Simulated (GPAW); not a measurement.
# GPAW run on MgCd3 (Imm2, 4 atoms in the cell): self-consistent single point

Method of the run: PBEsol, GPAW PAW datasets PBEsol (made by gpaw-setup) (plane waves; GPAW 25.7.0).

This input was run:

```python
from ase import Atoms
from ase.units import GPa
from gpaw import GPAW, PW, FermiDirac

atoms = Atoms(['Mg', 'Cd', 'Cd', 'Cd'],
              cell=[[-1.593384, 5.086906, 2.659031],
                    [1.593384, -5.086906, 2.659031],
                    [1.593384, 5.086906, -2.659031]],
              scaled_positions=[[0.665640, 0.665640, 0.000000],
                                [0.168750, 0.668750, 0.500000],
                                [0.748110, 0.999470, 0.748640],
                                [0.250830, 0.999470, 0.251360]],
              pbc=True)

calc = GPAW(mode=PW(800),
            xc='PBEsol',
            kpts=(7, 7, 7),
            occupations=FermiDirac(0.05),
            nbands=-10,
            convergence={'forces': 0.001},
            symmetry={'symmorphic': False, 'tolerance': 0.0005},
            maxiter=120,
            txt='-')

atoms.calc = calc

energy = atoms.get_potential_energy()
print('Energy (eV):', round(energy, 6))
forces = atoms.get_forces()
print('Forces (eV/Ang):')
print(forces.round(5))
stress = atoms.get_stress()
print('Stress (GPa, Voigt):', (stress / GPa).round(4))
```

The program printed (abridged):

```
Input parameters:
  convergence: {forces: 0.001}
  kpts: [7 7 7]
  maxiter: 120
  mode: {ecut: 800.0,
         name: pw}
  nbands: -10
  occupations: {fixmagmom: False,
                name: fermi-dirac,
                width: 0.05}
  symmetry: {symmorphic: False,
             tolerance: 0.0005}
  xc: PBEsol

species:
  Mg:
    name: Magnesium
    Z: 12.0
    valence: 10
    core: 2
    charge: 0.0
    file: Mg.PBEsol.gz

    # Using partial waves for Mg as LCAO basis

  Cd:
    name: Cadmium
    Z: 48.0
    valence: 12
    core: 36
    charge: 0.0
    file: Cd.PBEsol.gz

    # Using partial waves for Cd as LCAO basis

Reference energy: -461744.616380  # eV

Spin-paired calculation

Convergence criteria:
 Maximum [total energy] change in last 3 cyles: 0.0005 eV / valence electron
 Maximum integral of absolute [dens]ity change: 0.0001 electrons / valence electron
 Maximum integral of absolute [eigenst]ate change: 4e-08 eV^2 / valence electron
 Maximum change in the atomic [forces] across last 2 cycles: 0.001 eV/Ang OR
Maximum error relative to the maximum force is below inf
 Maximum number of scf [iter]ations: 120

Symmetries present (total): 4
Symmetries with fractional translations: 0
343 k-points: 7 x 7 x 7 Monkhorst-Pack grid
64 k-points in the irreducible part of the Brillouin zone
       k-points in crystal coordinates                weights
   0:     0.00000000    0.00000000    0.00000000          1/343
   1:     0.14285714   -0.14285714   -0.14285714          2/343
   2:     0.14285714   -0.14285714    0.00000000          4/343
   [... 7 lines left out ...]
          ...
  63:     0.42857143    0.42857143    0.42857143          8/343

Wave functions: Plane wave expansion
  Cutoff energy: 800.000 eV
  Number of coefficients (min, max): 4401, 4450
  Pulay-stress correction: 0.000000 eV/Ang^3 (de/decut=0.000000)

Occupation numbers: Fermi-Dirac:
  width: 0.0500  # eV

Eigensolver

Densities:
  Coarse grid: 40*40*40 grid
  Fine grid: 80*80*80 grid
  Total Charge: 0.000000

Density mixing:
  Method: separate
  Backend: pulay
  Linear mixing parameter: 0.05
  old densities: 5
  Damping of long wavelength oscillations: 50

Hamiltonian:
  XC and Coulomb potentials evaluated on a 80*80*80 grid
  External potential:
    NoExternalPotential

XC parameters: PBEsol with 2 nearest neighbor stencil

Number of atoms: 4
Number of atomic orbitals: 35
Number of bands in calculation: 33
Number of valence electrons: 46
Bands to converge: occupied

Density initialized from atomic densities
  33 bands from LCAO basis set

Atomic positions and initial magnetic moments

Positions:
   0 Mg     0.000000   -0.000000    3.539915    ( 0.0000,  0.0000,  0.0000)
   1 Cd     1.593384    0.000000    0.897423    ( 0.0000,  0.0000,  0.0000)
   2 Cd     1.593384    2.529617    2.656212    ( 0.0000,  0.0000,  0.0000)
   3 Cd     1.593384   -2.529617    2.656212    ( 0.0000,  0.0000,  0.0000)

Unit cell:
           periodic     x           y           z      points  spacing
  1. axis:    yes   -1.593384    5.086906    2.659031    40     0.1178
  2. axis:    yes    1.593384   -5.086906    2.659031    40     0.0683
  3. axis:    yes    1.593384    5.086906   -2.659031    40     0.0760

  Lengths:   5.957007   5.957007   5.957007
  Angles:  148.971190  62.715102 126.977912

Effective grid spacing dv^(1/3) = 0.1104

     iter     time        total  log10-change:
                         energy   eigst   dens  force
iter:   1 --:--:--    -6.488213
iter:   2 --:--:--    -6.450957   -1.12  -1.45
iter:   3 --:--:--    -6.463447   -1.21  -1.47
iter:   4 --:--:--    -6.390268   -2.61  -1.96
iter:   5 --:--:--    -6.234569   -2.25  -2.01
iter:   6 --:--:--    -6.236140   -3.96  -2.71
iter:   7 --:--:--    -6.232756c  -4.34  -2.75
iter:   8 --:--:--    -6.232085c  -4.21  -3.08
iter:   9 --:--:--    -6.232046c  -6.22  -3.51
iter:  10 --:--:--    -6.231954c  -5.15  -3.54
iter:  11 --:--:--    -6.231965c  -5.71  -3.64
iter:  12 --:--:--    -6.231962c  -7.46c -4.00
iter:  13 --:--:--    -6.231952c  -6.90  -4.04c
iter:  14 --:--:--    -6.231944c  -6.81  -4.11c
iter:  15 --:--:--    -6.231941c  -7.34  -4.25c
iter:  16 --:--:--    -6.231940c  -8.41c -4.30c
iter:  17 --:--:--    -6.231938c  -7.60c -4.39c -2.57
iter:  18 --:--:--    -6.231938c  -9.21c -4.78c -4.08c

Converged after 18 iterations.

Dipole moment: (2.473557, -7.896872, 0.595443) |e|*Ang

Energy contributions relative to reference atoms: (reference = -461744.616380)

Kinetic:         +6.558192
Potential:       -1.628984
External:        +0.000000
XC:             -11.476208
Entropy (-ST):   -0.009170
Local:           +0.319647
SIC:             +0.000000
--------------------------
Free energy:     -6.236523
Extrapolated:    -6.231938

Showing only first 2 kpts
 Kpt  Band  Eigenvalues  Occupancy
  0    21      5.04375    2.00000
  0    22      5.10703    2.00000
  0    23      5.38304    2.00000
  0    24      6.29979    1.99905

  1    21      6.09773    1.99998
  1    22      6.63452    1.44321
  1    23      6.86004    0.05540
  1    24      7.20740    0.00005

Fermi level: 6.68214

No gap
No difference between direct/indirect transitions
Energy (eV): -6.231938

Forces in eV/Ang:
  0 Mg    0.00000    0.00000   -0.00075
  1 Cd    0.00000    0.00000    0.00909
  2 Cd    0.00000    0.01776   -0.00394
  3 Cd    0.00000   -0.01776   -0.00394

Stress tensor:
     0.025878     0.000000     0.000000
     0.000000     0.007810     0.000000
     0.000000     0.000000     0.009935
Stress (GPa, Voigt): [4.146  1.2514 1.5917 0.     0.     0.    ]
```

The run converged in 18 iterations. GPAW prints stress with tension positive.

The starting cell comes from a database of computed structures (which also holds hypothetical and non-ambient phases and stackings), without a prior relaxation at this level. Its lattice was rescaled by a random factor within 2.5 % of one.

Cost on one core of a shared machine: roughly 4 min.
